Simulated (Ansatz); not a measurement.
System: antifluorite Be2C. Method: rVV10 (PAW; Ansatz, a program for electronic structure).

Numerical settings: plane-wave cutoff 520 eV, 14×14×14 k mesh, Fermi–Dirac smearing 0.01 eV, scalar-relativistic PAW data made under PBE.

Properties against volume:

```csv
V (Å³/atom),P (GPa),direct gap at Γ (eV),smallest gap on the k mesh (eV)
6.363,13.74,4.243,1.428
6.498,8.74,4.202,1.416
6.634,4.18,4.162,1.404
6.769,0.02,4.122,1.392
6.905,-3.78,4.083,1.379
7.040,-7.25,4.045,1.367
7.175,-10.43,4.007,1.355
```

The fundamental gap (1.39 eV at the equilibrium volume, with added k points) lies elsewhere than Γ–Γ.
